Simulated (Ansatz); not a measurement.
Consider Ru in the hcp (Mg type) structure (space group P6_3/mmc, No. 194; a = 2.6756 Å, c = 4.2237 Å; relaxed with 0.1 eV smearing).

Calculations: LDA (Ansatz, a first-principles code; PAW; 420 eV plane waves; without spin-orbit coupling).

Base values:

```
Quantity    Value
--------  -------
Pressure  0.0 GPa
Band gap     zero
```

Modification: an isotropic linear strain of +2.50 %, atoms relaxed at fixed cell.

How does this affect the energy relative to the base, pressure and band gap?

The energy rises by 77 meV/atom; the pressure (mean of the normal stresses, compression positive) goes from zero to -22.7 GPa; the band gap remains zero.

Whether these cells are dynamically stable was not tested. The final runs are not spin-polarised.
